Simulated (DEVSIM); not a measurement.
System: illuminated Si p-on-n cell, one wavelength, with a back-surface field, at 350 K.

| layer (left to right) | material | thickness (μm) | Nd (cm⁻³) | Na (cm⁻³) | τn (s) | τp (s) | absorption coefficient (cm⁻¹) |
|---|---|---|---|---|---|---|---|
| 1 | Si | 0.110 | - | 2.3e18 | 2.9e-7 | 1.8e-6 | 15000 |
| 2 | Si | 57.0 | 3.4e15 | - | 4.5e-6 | 4.5e-6 | 15000 |
| 3 | Si | 0.670 | 9.8e18 | - | 4.5e-6 | 4.5e-6 | 15000 |

Left contact: ohmic, minority electron recombination velocity 900 cm/s. Right contact: ohmic, minority hole recombination velocity 3000 cm/s. Voltage is applied to the left contact. Recombination: SRH at mid-gap, radiative, Auger. Light enters at the left, 5.2e16 photons cm⁻² s⁻¹, one pass, no reflection. Mobility is constant in doping.

This is a model device: material constants are rounded textbook-type values typed into the input, and sizes, dopings and lifetimes were drawn at random. Values at 300 K; Nc and Nv go as T^1.5, mobilities as T to minus their exponent, the gap by Varshni's rule with the affinity fixed.

| parameter | Si |
|---|---|
| gap (eV) | 1.124 |
| affinity (eV) | 4.05 |
| permittivity | 11.7 |
| Nc (cm⁻³) | 2.86e19 |
| Nv (cm⁻³) | 3.1e19 |
| μn (cm²/Vs) | 1417 |
| μp (cm²/Vs) | 470 |
| T exponent of μn | 2.3 |
| T exponent of μp | 2.2 |
| B (cm³/s) | 4.7e-15 |
| Cn (cm⁶/s) | 2.8e-31 |
| Cp (cm⁶/s) | 9.9e-32 |
| Varshni α (eV/K) | 0.000473 |
| Varshni β (K) | 636 |

Model (solved in DEVSIM): 1D drift-diffusion, Boltzmann statistics, complete ionisation; no tunnelling, impact ionisation, image-force lowering or self-heating.

The photon flux was swept, all else fixed.

```csv
photon flux (cm^-2 s^-1),fill factor,open-circuit voltage (V),largest power (mW/cm²),short-circuit current (mA/cm²)
1.6e15,0.69,0.316,0.0559,0.256
5.2e15,0.72,0.352,0.210,0.830
1.6e16,0.74,0.386,0.727,2.56
5.2e16,0.75,0.422,2.63,8.30
1.6e17,0.76,0.458,8.91,25.6
5.2e17,0.77,0.498,31.8,83.0
1.6e18,0.76,0.545,106,256
```

From the first row to the last the fill factor goes from 0.69 to 0.76. From the first row to the last the open-circuit voltage goes from 0.316 to 0.545.
